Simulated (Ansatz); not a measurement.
Consider the energy of the reaction as written. Reaction: 2 cell B → cell A. A negative value means that the right-hand side lies lower.

Cell A: a sheet of composition Ca2, 2 atoms, hexagonal cell of 3.93 Å (13.4 Å²), symmetry P-3m1, 3.0 Å thick under 14 Å of vacuum, in-plane vectors relaxed; planes from bottom to top: Ca × 2; a model cell; spin state with PBE: run without spin, k-point mesh 12×12×1.
```
CELL_PARAMETERS angstrom
      3.92653     0.00000     0.00000
     -1.96327     3.40047     0.00000
      0.00000     0.00000    17.24288
ATOMIC_POSITIONS crystal
  Ca 0.33333 0.66667 0.58732
  Ca 0.66667 0.33333 0.41268
```

Cell B: a sheet of composition Ca, 1 atom, hexagonal cell of 3.85 Å (12.9 Å²), symmetry P6/mmm, 0.0 Å thick under 16 Å of vacuum, in-plane vectors relaxed; planes from bottom to top: Ca; a model cell; spin state with PBE: run without spin, k-point mesh 18×18×1.
```
CELL_PARAMETERS angstrom
      3.85436     0.00000     0.00000
     -1.92718     3.33797     0.00000
      0.00000     0.00000    16.00000
ATOMIC_POSITIONS crystal
  Ca 0.00000 0.00000 0.50000
```

Plane-wave PAW calculations with Ansatz (a quantum-chemistry and plane-wave program), its default PAW set, cutoff 420 eV, 500 eV for r2SCAN. The structures are at rest with PBE; other levels are single points on them. Neutral cells; Fermi-Dirac smearing of at most 0.10 eV in the solids, energies taken to zero width. The lattices are those relaxed with PBE, so at other levels the solids can be strained, which adds to the spread. A dispersion term (D3(BJ), or D4 for r2SCAN) was computed beside these levels and is taken off wherever the name lacks it. Static lattices, no vibrational contributions. Cell A has symmetry P-3m1 and got no random move, so less symmetric positions, which may lie lower, weren't tried. Cell B has symmetry P6/mmm and got no random move, so less symmetric positions, which may lie lower, weren't tried.

### Question
Give the value at the level r2SCAN.

### Answer
-0.87 eV, for 2 cell B → cell A.

### Question
List the value at the remaining levels and say how far they part.

### Answer
| Method | value (eV) | less r2SCAN |
|---|---|---|
| PBE | -0.81 | 0.06 |

The levels span 0.06 eV, from r2SCAN (-0.87) to PBE (-0.81).
